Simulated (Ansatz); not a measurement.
HfO₂ in the fluorite structure (space group Fm-3m, No. 225)

```xyz
3
Lattice="0.0000 2.5005 2.5005 2.5005 0.0000 2.5005 2.5005 2.5005 0.0000" Properties=species:S:1:pos:R:3 pbc="T T T"
Hf     0.0000     0.0000     0.0000
O      1.2503     1.2503     1.2503
O      3.7508     3.7508     3.7508
```

Calculations: Ansatz (a first-principles code), LDA, PAW, cutoff 420 eV, no SOC. Γ-centred 11×11×11 mesh, Fermi–Dirac width 0.05 eV.

The volume per atom is 10.42 Å³ and the density is 11.18 g/cm³. The band gap comes out as 3.66 eV, direct at X and the electron mass comes out as 1.1 mₑ along k, 0.68 mₑ across. The hole mass is 0.28 mₑ along k, 3.0 mₑ across and the total energy is -5530.995 eV/atom (σ→0; compares only within this code and set-up).

Spin-orbit coupling, missing from the scalar runs, can matter with Hf. Effective masses come from finite differences of ±0.01 Å⁻¹. Along k means along the line from Γ to the band edge. Whether these cells are dynamically stable was not tested. This is not the structure that HfO2 has at room temperature and ambient pressure.
